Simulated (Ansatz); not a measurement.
**Worked sum: formation energy of the neutral V_O in ZnO (wurtzite, P6₃mc)**

This concerns the formation energy of the neutral V_O in ZnO (wurtzite, P6₃mc). Reaction: Zn (hcp) + 47 ZnO (wurtzite) → cell A.

A: a supercell of 96 sites of ZnO (wurtzite, P6₃mc) with one empty O site amid 4 Zn; spin state with PBE: run without spin.

Method: Ansatz (an electronic-structure program), PAW, neutral cells at 0 K with nuclei at rest, on structures from PBE. Ansatz runs with its PAW set soft_1. Other levels take these structures. The lattices are those relaxed with PBE, so at other levels the solids can be strained, which adds to the spread. Larger cells are relaxed from a start prepared with the learned potential CHGNet, on a coarser mesh till forces fall under 0.03 eV/Å, which some starts already meet. A dispersion term (D3(BJ), or D4 for r2SCAN) was computed beside these levels and is taken off wherever the name lacks it. Mesh and cell size may move defect energies by 0.1 eV or more. The value holds for the reservoirs listed; other chemical potentials shift it. Cell A has symmetry Pm within 0.02 Å and got no random move, so less symmetric positions, which may lie lower, weren't tried.

Total energies of the cells in eV, at zero smearing width. They compare only within one column; the weights balance every element.

```
cell            atoms  weight         r2SCAN      r2SCAN+D4
--------------  -----  ------  -------------  -------------
A: ZnO:V_O         95      +1  -186385.40745  -186393.87902
Zn (hcp)            2    −1/2    -6651.33706    -6651.56510
ZnO (wurtzite)     96  −47/48  -186955.79659  -186964.39977
```

r2SCAN: (-186385.40745) − 1/2 × (-6651.33706) − 47/48 × (-186955.79659) = 1.145 eV.

r2SCAN+D4: (-186393.87902) − 1/2 × (-6651.56510) − 47/48 × (-186964.39977) = 1.212 eV.

What follows from the r2SCAN value: With the reservoirs of the reaction as written, and without entropy terms or charged states, the share of sites that hold the defect in equilibrium is exp(−1.15 eV/k_BT) = 1.6×10^-6 at 1000 K.
